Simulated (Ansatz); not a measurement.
The reference is Gd in the hcp (Mg type) structure (space group P6_3/mmc, No. 194; a = 3.566 Å, c = 5.695 Å; ferromagnetic).

All numbers come from Ansatz (a first-principles code) PBEsol, without spin-orbit coupling.

One change was made to it. Results:

```json
[
 {"quantity": "largest site moment", "base": "7.34 μB", "after": "6.77 μB"},
 {"quantity": "magnetic state", "base": "ferromagnetic", "after": "ferromagnetic"},
 {"quantity": "c/a ratio", "base": "1.597", "after": "1.699"},
 {"quantity": "lattice parameter a", "base": "3.566 Å", "after": "2.807 Å"}
]
```

Q: Which of these changes matches the shifts?
A) pressure 60 GPa
B) pressure −2 GPa
C) pressure 1.8 GPa
D) pressure −1 GPa

A: A, pressure 60 GPa. For comparison, the largest site moment in the other runs: pressure −2 GPa gives 7.36 μB; pressure −1 GPa gives 7.35 μB; pressure 1.8 GPa gives 7.31 μB.

The magnetic state is the one reached from the starting moments; the real material's order can differ, and small cells can't hold many antiferromagnetic ones. The state of the 4f shell was not checked for lower solutions. Load acts through the strain it causes; cell and atoms are relaxed under it. Whether these cells are dynamically stable was not tested. Competing high-pressure phases were not computed.
